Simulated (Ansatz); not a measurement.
The starting structures come from a database of crystals and need not be the phases stable at ambient conditions.

By PBEsol, the system below comes out a metal.

The ballistic (Sharvin) conductance counts the channels at the Fermi level: G/A = (e²/h) × channels of both spins per area.

Here is the system:

```
CdPt
1.0
    3.84605     0.00000     0.00000
    0.00000     4.22208     0.00000
    0.00000     2.11104     2.11104
Cd Pt
1 1
Cartesian
  0.00000   0.00000   0.00000
  1.92302   2.11104   0.00000
```

Space group of this cell: P4/mmm. The cell is taken as given; by PBEsol its mean pressure is -4.6 GPa.

The current flows along the normal of the first two printed cell vectors, the (110) plane of the conventional cell. No spin-orbit coupling; the value is a mean over 0.1 eV about the Fermi level.

Give the ballistic conductance per area that PBEsol (Ansatz, a quantum-chemistry and plane-wave program) yields.

0.59 × 10¹⁵ S/m² for both spins.
